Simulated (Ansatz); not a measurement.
Take BeTe in the rock salt structure (space group Fm-3m, No. 225; a = 5.3019 Å; a hypothetical phase, not in the database extracts checked) as the base. Axes: x, y, z lie along the cube axes.

Level of theory: Ansatz (a first-principles code), PBEsol, PAW, cutoff 420 eV, spin-orbit coupling left out.

Before the change:

* **Shortest interatomic distance**: 2.651 Å
* **Pressure**: 0.0 GPa

One thing is altered: biaxial strain +3.76 %, plane normal [001], relaxed out of plane (Cartesian); in-plane vectors clamped, the third vector and the atoms free.

### Question
What happens to the shortest interatomic distance?

### Answer
The shortest interatomic distance decreases by 0.065 Å, from 2.651 Å to 2.586 Å.

### Question
What does the calculation give for the pressure after the change?

### Answer
The pressure (mean of the normal stresses, compression positive) goes from zero to -2.8 GPa.

### Question
How does this affect the energy relative to the base?

### Answer
The energy increases by 20 meV/atom.

Without a gap, meshes like the base's 15×15×15 leave anisotropic stresses uncertain by several tenths of a GPa, and small strain energies with them. No phonon test of stability was made. The final runs are not spin-polarised.
